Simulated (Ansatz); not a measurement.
# Na2Te: isotropic strain +1.50 %

Consider Na2Te in the anti-fluorite structure (space group Fm-3m, No. 225; a = 7.2460 Å).

The change: an isotropic linear strain of +1.50 %; the atoms relax in the strained cell.

The values are results of Kohn–Sham DFT with the PBEsol functional, run in Ansatz (an electronic-structure program) with PAW and 420 eV plane waves, without spin-orbit coupling, not measurements. Settings: 8×8×8 k-points, 0.05 eV Fermi–Dirac smearing.

| quantity | base | changed | shift |
|---|---|---|---|
| volume per atom | 31.70 Å³ | 33.15 Å³ | +1.45 Å³ |
| space group | Fm-3m (No. 225) | Fm-3m (No. 225) | – |
| energy relative to the base (free energy F) | 0 meV/atom | +3.8 meV/atom | +3.8 meV/atom |
| pressure | 0.01 GPa | -0.81 GPa | -0.82 GPa |
| band gap | 2.02 eV | 1.91 eV | -0.11 eV |
| gap character | direct at Γ | direct at Γ | – |
| mean gap deformation potential ΔEg/Δln V | – | -2.5 eV | – |
| width of the top valence band | 0.75 eV | 0.71 eV | -0.04 eV |
| electron mass | 0.21 mₑ (at Γ) | 0.21 mₑ (at Γ) | – |
| hole mass (degenerate bands, along [100]) | 0.28, 1.6, 1.6 mₑ (at Γ) | 0.28, 1.6, 1.6 mₑ (at Γ) | – |
| valley order (the lowest conduction-band minima on the path, energy above the VBM, named in the base's zone) | Γ 2.02 eV; X along ⟨100⟩ 2.94 eV | Γ 1.91 eV; X along ⟨100⟩ 2.95 eV | – |

With Te present, leaving out spin-orbit coupling can change the band edges. Effective masses come from finite differences of ±0.01 Å⁻¹. Stability against distortions was not tested.
